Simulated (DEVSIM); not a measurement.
System: Ni/SiO2/n-Si capacitor, at 300 K.

```
layer (left to right)  material  thickness (nm)  Nd (cm⁻³)
---------------------  --------  --------------  ---------
1                          SiO2            2.30          -
2                            Si            2900     3.8e16
```

Metal gate on the left, work function 5.1 eV. Fixed charge at the semiconductor interface -8.8e10 cm⁻² (in units of +e); no interface traps.

Constants are typed, rounded textbook-type inputs, not results; the design itself was drawn at random and stands for no fabricated device. Values at 300 K.

| parameter | SiO2 | Si |
|---|---|---|
| gap (eV) | 9 | 1.124 |
| affinity (eV) | 0.9 | 4.05 |
| permittivity | 3.9 | 11.7 |
| Nc (cm⁻³) | - | 2.86e19 |
| Nv (cm⁻³) | - | 3.1e19 |

Simulated with DEVSIM: 1D Poisson equation in equilibrium, Boltzmann statistics, complete ionisation; no quantum confinement or tunnelling. Metal contacts follow the ideal Schottky-Mott rule: no Fermi-level pinning, no interface dipoles.

The interface trap density was swept, all else fixed.

| interface trap density (cm^-2 eV^-1) | minimum of the low-frequency capacitance (μF/cm²) | flat-band voltage (V) | threshold voltage (band bending 2φF) (V) |
|---|---|---|---|
| 0 | 0.0692 | 0.89 | 0.04 |
| 1e10 | 0.0707 | 0.89 | 0.04 |
| 1e11 | 0.0838 | 0.89 | 0.04 |
| 3e11 | 0.111 | 0.89 | 0.02 |
| 1e12 | 0.200 | 0.91 | -0.02 |
| 2e12 | 0.311 | 0.92 | -0.09 |

From the first row to the last the minimum of the low-frequency capacitance goes from 0.0692 to 0.311. From the first row to the last the flat-band voltage goes from 0.89 to 0.92.
